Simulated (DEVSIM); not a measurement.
Device: abrupt CdTe p-n junction, at 300 K.

| layer (left to right) | material | thickness (μm) | Nd (cm⁻³) | Na (cm⁻³) | τn (s) | τp (s) |
|---|---|---|---|---|---|---|
| 1 | CdTe | 1.30 | - | 5.1e16 | 6.7e-9 | 6.7e-9 |
| 2 | CdTe | 3.30 | 1.9e17 | - | 6.7e-9 | 6.7e-9 |

Left contact: ohmic. Right contact: ohmic. Voltage is applied to the left contact. Recombination: SRH at mid-gap, Auger. Mobility is constant in doping.

The device is made up for the run: typed textbook-type constants, with dimensions and the other settings drawn at random. Values at 300 K.

| parameter | CdTe |
|---|---|
| gap (eV) | 1.5 |
| affinity (eV) | 4.28 |
| permittivity | 10.2 |
| Nc (cm⁻³) | 8e17 |
| Nv (cm⁻³) | 1.8e19 |
| μn (cm²/Vs) | 1000 |
| μp (cm²/Vs) | 80 |
| Cn (cm⁶/s) | 1e-30 |
| Cp (cm⁶/s) | 1e-30 |

Simulated with DEVSIM: 1D drift-diffusion, Boltzmann statistics, complete ionisation; no tunnelling, impact ionisation, image-force lowering or self-heating.

Tabulate band edges, carrier densities and field at 1.1 V on the left contact.

Energies count from the Fermi level of the right contact; mesh points crowd at the junctions.

| x (μm) | Ec (eV) | Ev (eV) | n (cm⁻³) | p (cm⁻³) | field (V/cm) |
|---|---|---|---|---|---|
| 0.000 | 0.248 | -1.252 | < 1e2 | 5.1e16 | ≈ 0 |
| 0.02371 | 0.248 | -1.252 | 1.0e12 | 5.1e16 | ≈ 0 |
| 0.06629 | 0.248 | -1.252 | 2.8e12 | 5.1e16 | ≈ 0 |
| 0.1530 | 0.248 | -1.252 | 6.5e12 | 5.1e16 | ≈ 0 |
| 0.3973 | 0.248 | -1.252 | 1.7e13 | 5.1e16 | ≈ 0 |
| 0.7481 | 0.248 | -1.252 | 3.2e13 | 5.1e16 | ≈ 0 |
| 1.029 | 0.248 | -1.252 | 4.4e13 | 5.1e16 | ≈ 0 |
| 1.200 | 0.247 | -1.253 | 5.4e13 | 4.9e16 | -630 |
| 1.258 | 0.220 | -1.280 | 1.6e14 | 1.7e16 | -14000 |
| 1.291 | 0.136 | -1.365 | 4.2e15 | 6.5e14 | -40000 |
| 1.309 | 0.062 | -1.438 | 7.4e16 | 3.7e13 | -24000 |
| 1.357 | 0.037 | -1.463 | 1.9e17 | 1.4e13 | -140 |
| 1.437 | 0.037 | -1.463 | 1.9e17 | 1.3e13 | ≈ 0 |
| 1.583 | 0.037 | -1.463 | 1.9e17 | 1.1e13 | ≈ 0 |
| 2.019 | 0.037 | -1.463 | 1.9e17 | 7.8e12 | ≈ 0 |
| 2.749 | 0.037 | -1.463 | 1.9e17 | 4.1e12 | ≈ 0 |
| 3.591 | 0.037 | -1.463 | 1.9e17 | 1.7e12 | ≈ 0 |
| 4.103 | 0.037 | -1.463 | 1.9e17 | 7.7e11 | ≈ 0 |
| 4.409 | 0.037 | -1.463 | 1.9e17 | 2.9e11 | ≈ 0 |
| 4.511 | 0.037 | -1.463 | 1.9e17 | 1.3e11 | ≈ 0 |
| 4.567 | 0.037 | -1.463 | 1.9e17 | 4.9e10 | ≈ 0 |
| 4.600 | 0.037 | -1.463 | 1.9e17 | < 1e2 | ≈ 0 |
